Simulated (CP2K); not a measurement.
CP2K run on Y3PbC (P1, 5 atoms in the cell): self-consistent single point.

Method of the run: LDA (Pade form), GPW, DZVP-MOLOPT-PBE-GTH basis, GTH-PBE potentials (POTENTIAL_UZH) run with CP2K.

```
CELL_PARAMETERS angstrom
      4.90953     0.00000     0.00000
      0.00000     4.90953     0.00000
      0.00000     0.00000     4.90953
ATOMIC_POSITIONS crystal
  Y  0.49176 0.99014 0.50604
  Y  0.00064 0.49111 0.49220
  Y  0.50559 0.50635 0.99888
  Pb 0.99568 0.00249 0.00444
  C  0.50633 0.50992 0.49844
```

Reference input (self-consistent single point, DFT PBEsol, GPW, DZVP-MOLOPT-PBE-GTH basis, GTH-PBE potentials (POTENTIAL_UZH)): CUTOFF = 500 Ry; REL_CUTOFF = 40 Ry; SMEAR/METHOD = GAUSSIAN; SIGMA = 0.05 eV; KPOINTS/SCHEME = MONKHORST-PACK 4 4 4; GAMMA_CENTERED = T; XC_FUNCTIONAL = PBE:PBESOL; Y/BASIS_SET = DZVP-MOLOPT-PBE-GTH-q11; Y/POTENTIAL = GTH-PBE-q11; Pb/BASIS_SET = DZVP-MOLOPT-PBE-GTH-q4; Pb/POTENTIAL = GTH-PBE-q4; C/BASIS_SET = DZVP-MOLOPT-PBE-GTH-q4. This run's input differs from it in these lines:

```diff
@@ -44,6 +44,3 @@
     &XC
-      &XC_FUNCTIONAL
-        &PBE
-          PARAMETRIZATION PBESOL
-        &END PBE
+      &XC_FUNCTIONAL PADE
       &END XC_FUNCTIONAL
```

Output (repeated stretches shortened):

```
 SCF WAVEFUNCTION OPTIMIZATION

  Step     Update method      Time    Convergence         Total energy    Change
     1 NoMix/Diag. 0.30E+00      -     1.44298019      -124.6575486878 -1.25E+02
     2 Broy./Diag. 0.30E+00      -     0.30442076      -123.5599945460  1.10E+00
     3 Broy./Diag. 0.30E+00      -     0.23180066      -123.8269002164 -2.67E-01
     4 Broy./Diag. 0.30E+00      -     0.03842889      -123.7598765959  6.70E-02
     5 Broy./Diag. 0.30E+00      -     0.05091412      -123.5514684511  2.08E-01
     6 Broy./Diag. 0.30E+00      -     0.00424620      -123.5831541863 -3.17E-02
   [... 6 lines left out ...]
    13 Broy./Diag. 0.30E+00      -     0.00001132      -123.6106481091 -2.72E-05
    14 Broy./Diag. 0.30E+00      -     0.00000099      -123.6106693450 -2.12E-05
    15 Broy./Diag. 0.30E+00      -     0.00000042      -123.6106710454 -1.70E-06
    16 Broy./Diag. 0.30E+00      -     0.00000005      -123.6106712468 -2.01E-07
  *** SCF run converged in    16 steps ***

  Overlap energy of the core charge distribution:               0.00000000000031
  Self energy of the core charge distribution:               -235.94348916259776
  Core Hamiltonian energy:                                     53.29317435289013
  Hartree energy:                                              76.78338428925754
  Exchange-correlation energy:                                -17.74359552519439
  Smearing free energy correction:                             -0.00014520118909
  Fermi energy:                                                 0.30948220750764

  Total energy:                                              -123.61067124680825
  Total energy (extrapolated to sigma->0):                   -123.61059864621370

   [... lines left out ...]

 STRESS| Analytical stress tensor [bar]
 STRESS|                        x                   y                   z
 STRESS|      x       -2.34158657043E+04  -3.13979652421E+02   4.18856206817E+02
 STRESS|      y       -3.13979652421E+02  -1.79980981511E+04  -5.17639949753E+01
 STRESS|      z        4.18856206817E+02  -5.17639949753E+01  -2.16113026450E+04
 STRESS| 1/3 Trace                                            -2.10084221668E+04
```

The run converged in 16 iterations. Against the reference run the pressure goes from -0.87 to -2.10 GPa and the largest force goes from 0.695 to 0.682 eV/Å.

The starting cell comes from a database of computed structures (which also holds hypothetical and non-ambient phases and stackings), without a prior relaxation at this level. Its atoms were displaced at random from the sites of space group no. 221. Values carry the incompleteness of an atom-centred basis. The potentials were made for another functional than the one used.

Cost on one core of a shared machine: roughly 2 min.
